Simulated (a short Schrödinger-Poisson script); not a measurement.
From a short Schrödinger-Poisson script (our own, NumPy): 1D Poisson equation in equilibrium, electrons quantum, Hartree (BenDaniel-Duke, 40 states a valley, the channel's in-plane mass for all, wave functions free to enter the barrier), parabolic valleys, classical holes, donors ionised by Fermi statistics, acceptors fully, no traps, pinning or gate leakage.

Stack: gated In0.52Al0.48As/In0.53Ga0.47As modulation-doped gas in a quantum well, at 300 K.

From the gate side: 8 nm In0.52Al0.48As; 10 nm In0.52Al0.48As, donors 1.1e18 cm⁻³; 10 nm In0.52Al0.48As; 20 nm In0.53Ga0.47As; 4000 nm In0.52Al0.48As, acceptors 7e15 cm⁻³.

Constants are typed, rounded textbook-type inputs, not results; the design itself was drawn at random and stands for no fabricated device. In0.52Al0.48As: permittivity 12.5, conduction-band edge (eV) 0.52, gap (eV) 1.45, electron mass (mₑ) 0.075, Nv at 300 K (cm⁻³) 1.1e19. In0.53Ga0.47As: permittivity 13.9, conduction-band edge (eV) 0, gap (eV) 0.74, Nv at 300 K (cm⁻³) 7.7e18.

Channel valleys (confinement mass, in-plane density-of-states mass, number): Γ 0.041, 0.041, 1. At the gate the conduction-band edge of layer 1 lies 0.65 eV − eVg above the Fermi level of the channel; the field vanishes at the back. Donor level 0.006 eV below the band edge. The barrier under the gate holds no holes. Gaps are held at their typed values at every temperature. Mesh 0.08 nm at interfaces.

### Question
Give the centroid of the channel electrons at Vg = 0.4 V (nm); the sheet density of all electrons at Vg = 0.4 V (cm⁻²); the sheet density of all electrons at Vg = -0.1 V (cm⁻²).

### Answer
centroid of the channel electrons at Vg = 0.4 V (nm): 6.91; sheet density of all electrons at Vg = 0.4 V (cm⁻²): 6.50e11; sheet density of all electrons at Vg = -0.1 V (cm⁻²): 1.06e9.
